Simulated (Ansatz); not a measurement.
The parent structure is MgB$_{2}$ (space group P6/mmm, No. 191; relaxed with 0.1 eV smearing).

```
MgB2
1.0
    3.06402     0.00000     0.00000
   -1.53201     2.65352     0.00000
    0.00000     0.00000     3.49767
Mg B
1 2
Direct
  0.00000   0.00000   0.00000
  0.66667   0.33333   0.50000
  0.33333   0.66667   0.50000
```

Cartesian axes are those of the cell as printed.

The values are results of PBEsol (Ansatz, a program for electronic structure; PAW; 420 eV plane waves; spin-orbit coupling left out), not measurements.

Before the change:

```
Item                             Value
-----------------------------  -------
Shortest interatomic distance  1.769 Å
```

Now apply this change: the cell is compressed by 1.50 % along x with no lateral relaxation, atoms relaxed at fixed cell.

Task: How does this affect the stress, shortest interatomic distance and energy relative to the base?

Result: The stress (xx, yy, zz, yz, xz, xy; compression positive) is (6.6, 1.1, 0.6, 0.0, 0.0, 0.0) GPa; the shortest interatomic distance decreases by 0.015 Å to 1.754 Å; the energy increases by 2.9 meV/atom.

The cells carry an imposed strain or load. Whether these cells are dynamically stable was not tested. All final runs are without spin polarisation.
